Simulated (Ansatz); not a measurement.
Worked example: relaxation of cell and atoms of TiSi2 (Fddd, 6 atoms in the cell) in Ansatz (a first-principles code).

Level of theory: PBE (plane waves, PAW; Ansatz).

```yaml
crystal:
  lattice:
    - [0.00000, 4.14593, 4.29231]
    - [2.40600, 0.00000, 4.29231]
    - [2.40600, 4.14593, 0.00000]
  atoms:
    - { symbol: Ti, position: [0.50000, 0.50000, 0.50000] }
    - { symbol: Ti, position: [0.75000, 0.75000, 0.75000] }
    - { symbol: Si, position: [0.83743, 0.16257, 0.83743] }
    - { symbol: Si, position: [0.16257, 0.83743, 0.16257] }
    - { symbol: Si, position: [0.41257, 0.08743, 0.41257] }
    - { symbol: Si, position: [0.08743, 0.41257, 0.08743] }
```

Reference input (self-consistent single point, DFT, PBE, plane waves, default PAW files): kpoints.mp_grid.grid = 7 7 7; hamiltonian.xc = pbe; hamiltonian.pseudopotentials = {kind: paw} (the program's default PAW files); scf.occupations.method = gaussian; scf.occupations.width = 0.02 Ry. This run's input differs from it in these lines:

```diff
@@ -24,2 +24,4 @@
     width: 0.02 Ry
+relax:
+  cell: {}
 output:
```

The program printed (abridged):

```
   [... SCF lines of the steps left out ...]
relax step   1: F+E_penalty+E_count = -7545.95545192 eV  Δ(F+E_penalty+E_count) = +0.000e0 eV  max|allowed force component| = 4.048e-3 eV/Å  Δτ_max = 0.0000 Å  P = -0.862 GPa  Ω = 85.632 Å³  (6 SCF iters, dr2 threshold 1.00e-7 eV, accepted)
relax step   2: F+E_penalty+E_count = -7545.95733120 eV  Δ(F+E_penalty+E_count) = -1.879e-3 eV  max|allowed force component| = 4.282e-3 eV/Å  Δτ_max = 0.0016 Å  P = +0.175 GPa  Ω = 84.920 Å³  energy of the carried Pulay correction = +1.373e-4 eV  (6 [...]
relax step   3: F+E_penalty+E_count = -7545.95762518 eV  Δ(F+E_penalty+E_count) = -2.940e-4 eV  max|allowed force component| = 1.615e-3 eV/Å  Δτ_max = 0.0006 Å  P = -0.013 GPa  Ω = 85.060 Å³  energy of the carried Pulay correction = +1.092e-4 eV  (6 [...]
relax step   4: F+E_penalty+E_count = -7545.95752455 eV  Δ(F+E_penalty+E_count) = +1.006e-4 eV  max|allowed force component| = 1.631e-3 eV/Å  Δτ_max = 0.0000 Å  P = -0.015 GPa  Ω = 85.060 Å³  stress off target by 4.30e-2 GPa  SCF on the basis [...]
basis re-selected at this cell: Δ(F+E_penalty+E_count) = +1.006e-4 eV, ΔP = -0.001 GPa vs the last step
the relaxation is at rest under the 8 symmetry operations that the run kept from its start: a minimum is not shown …
Stability not checked: this state was not tested for a lower state beside it, because too few of the mixer's solves of this state at the end of the SCF gave a …
Free energy (F): -7545.957525 eV
Internal energy: -7545.868580 eV  (E = F + TS)
   [... lines left out ...]
Fermi energy:    12.453379 eV
  cell:  # Å, volume = 85.0604 Å³
   [... lines left out ...]
    - { symbol: Si, position: [0.8373023679744742, 0.16269763202552573, 0.8373023679744742] }
    - { symbol: Si, position: [0.16269763202552573, 0.8373023679744742, 0.16269763202552584] }
    - { symbol: Si, position: [0.4126976320255259, 0.08730236797447408, 0.4126976320255259] }
    - { symbol: Si, position: [0.08730236797447419, 0.4126976320255258, 0.08730236797447424] }
```

The run converged.  The full log also holds: “iter 4 did not close the SCF: its close was put off for the readings that it lacked (scf_convergence_deferred on its scf_iter line)”. The full log also holds: “iter 5 did not close the SCF: its close was put off for the readings that it lacked (scf_convergence_deferred on its scf_iter line)”.

Summary of the result:
| Item | Value |
|---|---|
| Free energy E − TS (on the zero of these files) | -7545.9575 eV |
| Fermi level (on the code's own zero) | 12.45 eV |
| Pressure | -0.01 GPa |
| Largest force (vector length) | 0.002 eV/Å |
| Final cell | a = 5.954 Å, b = 4.917 Å, c = 4.776 Å, α = 75.79°, β = 53.18°, γ = 51.03° |
| Final volume per atom | 14.18 Å³ |
| Relaxation steps | 4 |

The starting cell comes from a database of computed structures (which also holds hypothetical and non-ambient phases and stackings), without a prior relaxation at this level. Its lattice was rescaled by a random factor within 2.5 % of one. Spin polarisation is off. The relaxation keeps the symmetry of its start, so its end need not be a minimum. Ansatz's pressure includes its estimate of the finite-basis (Pulay) stress.

Cost on one core of a shared machine: roughly 30 s.

Keys are those of Ansatz 0.2.
